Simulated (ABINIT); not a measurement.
**A self-consistent single point of B2O3 (Cmc2_1, 10 atoms in the cell) with ABINIT**

Computed with LDA (PW92), PAW (JTH v2.0 LDA PAW) (plane waves; ABINIT).

Input:

```
# B2O3, JTH v2.0 LDA PAW
pp_dirpath "./"
pseudos "B.LDA_PW-JTH.xml, O.LDA_PW-JTH.xml"
acell 4.5398352404 4.5398352404 4.1334300000 Angstrom
rprim
         0.8609684698   -0.5086583274    0.0000000000
         0.8609684698    0.5086583274    0.0000000000
         0.0000000000    0.0000000000    1.0000000000
natom 10
ntypat 2
znucl 5 8
typat 1 1 1 1 2 2 2 2 2 2
xred
         0.3244400000    0.0055600000    0.4322100000
         0.6755600000    0.9944400000    0.9322100000
         0.9944400000    0.6755600000    0.4322100000
         0.0055600000    0.3244400000    0.9322100000
         0.2451200000    0.7548800000    0.4998100000
         0.7548800000    0.2451200000    0.9998100000
         0.6605200000    0.9211200000    0.5815900000
         0.3394800000    0.0788800000    0.0815900000
         0.0788800000    0.3394800000    0.5815900000
         0.9211200000    0.6605200000    0.0815900000
ecut 24
pawecutdg 48
pawovlp -1
pawxcdev 0
occopt 1
nband 27
kptopt 1
ngkpt 4 4 4
nshiftk 1
shiftk 0 0 0
nstep 60
tolvrs 1.0e-11
prtwf 0
prtden 0
prtvol 1
```

The program printed (abridged):

```
 Symmetries : space group Cm c 2_1 (# 36); Bravais oC (1-face-center ortho.)

 -outvars: echo values of preprocessed input variables --------
            acell      8.5790452928E+00  8.5790452928E+00  7.8110506895E+00 Bohr
             ecut      2.40000000E+01 Hartree
              ixc       -1012
         kptrlatt        4    0    0      0    4    0      0    0    4
          kptrlen      3.12442028E+01
            natom          10
            nband          27
            ngfft          40      40      36
          ngfftdg          54      54      50
             nkpt          21
            nstep          60
             nsym           4
           ntypat           2
        pawecutdg      4.80000000E+01 Hartree
          pawovlp     -1.0000000000E+00
         pawxcdev           0
            rprim      8.6096846980E-01 -5.0865832740E-01  0.0000000000E+00
                       8.6096846980E-01  5.0865832740E-01  0.0000000000E+00
                       0.0000000000E+00  0.0000000000E+00  1.0000000000E+00
          spgroup          36
           tolvrs      1.00000000E-11
            typat      1  1  1  1  2  2  2  2  2  2
           useylm           1
             xred      3.2444000000E-01  5.5600000000E-03  4.3221000000E-01
                       6.7556000000E-01  9.9444000000E-01  9.3221000000E-01
                       9.9444000000E-01  6.7556000000E-01  4.3221000000E-01
                       5.5600000000E-03  3.2444000000E-01  9.3221000000E-01
                       2.4512000000E-01  7.5488000000E-01  4.9981000000E-01
                       7.5488000000E-01  2.4512000000E-01  9.9981000000E-01
                       6.6052000000E-01  9.2112000000E-01  5.8159000000E-01
                       3.3948000000E-01  7.8880000000E-02  8.1590000000E-02
                       7.8880000000E-02  3.3948000000E-01  5.8159000000E-01
                       9.2112000000E-01  6.6052000000E-01  8.1590000000E-02
            znucl        5.00000    8.00000

== DATASET  1 ==================================================================

 Real(R)+Recip(G) space primitive vectors, cartesian coordinates (Bohr,Bohr^-1):
 R(1)=  7.3862875 -4.3638028  0.0000000  G(1)=  0.0676930 -0.1145790  0.0000000
 R(2)=  7.3862875  4.3638028  0.0000000  G(2)=  0.0676930  0.1145790  0.0000000
 R(3)=  0.0000000  0.0000000  7.8110507  G(3)=  0.0000000  0.0000000  0.1280238
 Unit cell volume ucvol=  5.0353629E+02 bohr^3
 Angles (23,13,12)=  9.00000000E+01  9.00000000E+01  6.11490057E+01 degrees

 Coarse grid specifications (used for wave-functions):

 getcut: wavevector=  0.0000  0.0000  0.0000  ngfft=  40  40  36
         ecut(hartree)=     24.000   => boxcut(ratio)=   2.08988

 Fine grid specifications (used for densities):

 getcut: wavevector=  0.0000  0.0000  0.0000  ngfft=  54  54  50
         ecut(hartree)=     48.000   => boxcut(ratio)=   2.01822

   2.08331141E+03                                ecore*ucvol(ha*bohr**3)

_setup2: Arith. and geom. avg. npw (full set) are    2829.359    2829.340

--- !BeginCycle
solver: {iscf: 17, nstep: 60, nline: 4, wfoptalg: 10, }
tolerances: {tolvrs: 1.00E-11, }
...

     iter   Etot(hartree)      deltaE(h)  residm     nres2
 ETOT  1  -108.95769208858    -1.090E+02 1.302E-01 8.763E+01
 ETOT  2  -108.87492195125     8.277E-02 1.294E-02 2.425E+01
 ETOT  3  -108.84696976906     2.795E-02 2.159E-03 1.361E+00
 ETOT  4  -108.84559657512     1.373E-03 1.717E-03 2.651E-02
 ETOT  5  -108.84564514065    -4.857E-05 4.786E-04 6.237E-03
 ETOT  6  -108.84564252728     2.613E-06 3.541E-04 8.333E-04
   [... 5 lines left out ...]
 ETOT 12  -108.84564301623     6.324E-12 1.535E-04 3.725E-09
 ETOT 13  -108.84564301623     3.183E-12 6.285E-05 3.328E-10
 ETOT 14  -108.84564301623     5.826E-13 7.043E-05 9.252E-11
 ETOT 15  -108.84564301623     2.984E-13 2.726E-05 1.436E-11
 ETOT 16  -108.84564301623     9.095E-13 4.010E-05 2.437E-12

 At SCF step   16       nres2   =  2.44E-12 < tolvrs=  1.00E-11 =>converged.

 Cartesian components of stress tensor (hartree/bohr^3)
  sigma(1 1)=  2.18743735E-04  sigma(3 2)=  0.00000000E+00
  sigma(2 2)=  2.28125022E-04  sigma(3 1)=  0.00000000E+00
  sigma(3 3)=  2.34377072E-04  sigma(2 1)=  0.00000000E+00

 ----iterations are completed or convergence reached----

 reduced coordinates (array xred) for   10 atoms
       0.324440000000      0.005560000000      0.432210000000
       0.675560000000      0.994440000000      0.932210000000
       0.994440000000      0.675560000000      0.432210000000
       0.005560000000      0.324440000000      0.932210000000
       0.245120000000      0.754880000000      0.499810000000
       0.754880000000      0.245120000000      0.999810000000
       0.660520000000      0.921120000000      0.581590000000
       0.339480000000      0.078880000000      0.081590000000
       0.078880000000      0.339480000000      0.581590000000
       0.921120000000      0.660520000000      0.081590000000
 cartesian forces (eV/Angstrom) at end:
    1      0.05568776027938     0.01523720298970     0.03321785521602
    2     -0.05568776027938    -0.01523720298970     0.03321785521602
    3     -0.05568776027938     0.01523720298970     0.03321785521602
    4      0.05568776027938    -0.01523720298970     0.03321785521602
    5     -0.00000000000000     0.16959671641368    -0.10347839777326
    6     -0.00000000000000    -0.16959671641368    -0.10347839777326
    7     -0.07992259493402    -0.06582542523249     0.01852134367061
    8      0.07992259493402     0.06582542523249     0.01852134367061
    9      0.07992259493402    -0.06582542523249     0.01852134367061
   10     -0.07992259493402     0.06582542523249     0.01852134367061
 frms,max,avg= 6.8542722E-02 1.6959672E-01   0.000E+00  0.000E+00  7.230E-04 e/A
 length scales=  8.579045292779  8.579045292779  7.811050689454 bohr
              =  4.539835240400  4.539835240400  4.133430000000 angstroms
 Fermi (or HOMO) energy (hartree) =   0.11811   Average Vxc (hartree)=  -0.42459
 Eigenvalues (hartree) for nkpt=  21  k points:
 kpt#   1, nband= 27, wtk=  0.01563, kpt=  0.0000  0.0000  0.0000 (reduced coord)
  -0.68434   -0.57377   -0.56906   -0.56059   -0.52904   -0.52499   -0.24673   -0.23224
  -0.22510   -0.17225   -0.15260   -0.13065   -0.09339   -0.08921   -0.05859   -0.03091
   0.05107    0.05249    0.06354    0.06676    0.06703    0.09587    0.10802    0.10917
   0.42774    0.44710    0.46661
 prteigrs : prtvol=0 or 1, do not print more k-points.

--- !EnergyTerms
comment             : Components of total free energy in Hartree
kinetic             :  5.31023906742023E+01
hartree             :  3.05302140338749E+01
xc                  : -2.19790514013271E+01
Ewald energy        : -8.09638478625426E+01
psp_core            :  4.13736096861328E+00
local_psp           : -1.01036895680887E+02
spherical_terms     :  7.36418641908509E+00
total_energy        : -1.08845642848981E+02
total_energy_eV     : -2.96184056905209E+03
...

-Cartesian components of stress tensor (GPa)         [Pressure= -6.6810E+00 GPa]
- sigma(1 1)=  6.43566179E+00  sigma(3 2)=  0.00000000E+00
- sigma(2 2)=  6.71166873E+00  sigma(3 1)=  0.00000000E+00
- sigma(3 3)=  6.89561038E+00  sigma(2 1)=  0.00000000E+00

 Calculation completed.
```

The run converged in 16 iterations.

The starting cell comes from a database of computed structures (which also holds hypothetical and non-ambient phases and stackings), without a prior relaxation at this level. With a pressure of about -7 GPa the cell is away from its equilibrium volume at this level.

Cost on one core of a shared machine: roughly 2 min.
